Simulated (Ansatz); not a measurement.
The reference is MgS in the rock salt structure (space group Fm-3m, No. 225).

```xyz
2
Lattice="0.0000 2.5646 2.5646 2.5646 0.0000 2.5646 2.5646 2.5646 0.0000" Properties=species:S:1:pos:R:3 pbc="T T T"
Mg     0.0000     0.0000     0.0000
S      2.5646     2.5646     2.5646
```

The values are results of LDA, PAW, 420 eV (Ansatz, an electronic-structure program; no spin-orbit coupling), not measurements.

Base values:

| Property | Result |
|---|---|
| Band gap | 2.65 eV |
| Hole mass | 0.25, 0.89, 0.89 mₑ (at Γ) |
| Smallest direct gap | 3.83 eV |

Perturbation: the cell is scaled by 1.0300 in all directions, atoms relaxed at fixed cell.

Q: Predict the new band gap, hole mass, energy relative to the base and smallest direct gap.

A: The band gap decreases by 0.184 eV, from 2.65 eV to 2.46 eV; the hole mass (degenerate bands, along [100]) changes from 0.25, 0.89, 0.89 mₑ (at Γ) to 0.23, 0.98, 0.98 mₑ (at Γ); the energy increases by 32 meV/atom; the smallest direct gap shrinks by 0.69 eV (3.83 eV → 3.14 eV).

The cells carry an imposed strain or load. Effective masses come from finite differences of ±0.01 Å⁻¹. Stability against distortions was not tested.
